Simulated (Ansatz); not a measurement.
Effective masses and thermopower of SiC under load (space group P6_3mc)

Given:

```
CSi
1.0
    3.13096     0.00000     0.00000
   -1.56548     2.71149     0.00000
    0.00000     0.00000     5.02946
Si C
2 2
Direct
  0.33333   0.66667   0.99846
  0.66667   0.33333   0.49846
  0.33333   0.66667   0.37654
  0.66667   0.33333   0.87654
```

Computed with PBE with spin-orbit coupling, rigid bands (plane waves, PAW; Ansatz, a quantum-chemistry and plane-wave program). Condition of this run: biaxial stress in the c plane of -10 GPa (compression positive) (the target of the relaxation). Geometry: cell and atoms relaxed with PBEsol, then loaded as said.

```
Item                                                                                                                                                              Result
---------------------------------------------------------------------------------------------------------------------------------------  -------------------------------
band gap                                                                                                                                                         2.41 eV
electron conductivity mass (300 K, dilute)                                                                                               0.45 (x), 0.45 (y), 0.27 (z) mₑ
hole conductivity mass (300 K, dilute)                                                                                                   1.56 (x), 1.56 (y), 0.38 (z) mₑ
effective density of states N_c (300 K)                                                                                                                      1.1e19 cm⁻³
effective density of states N_v (300 K)                                                                                                                      2.9e19 cm⁻³
density-of-states mass, electrons                                                                                                                                0.59 mₑ
density-of-states mass, holes                                                                                                                                    1.10 mₑ
Seebeck coefficient, n-type 1e19 cm⁻³, 300 K                                                                                                                   -251 μV/K
best n-type power factor at 300 K for τ = 10 fs (best axis; densities from 1e16 to 1e21 cm⁻³ tried, whether or not they can be reached)     19.9 μW/(cm·K²) at 3e20 cm⁻³
Seebeck coefficient, p-type 1e19 cm⁻³, 300 K                                                                                                                    334 μV/K
```

Rigid bands; masses and Seebeck coefficients take one relaxation time τ for all states and one kind of carrier; polarons and phonon drag are left out. Geometry: cell and atoms relaxed with PBEsol.
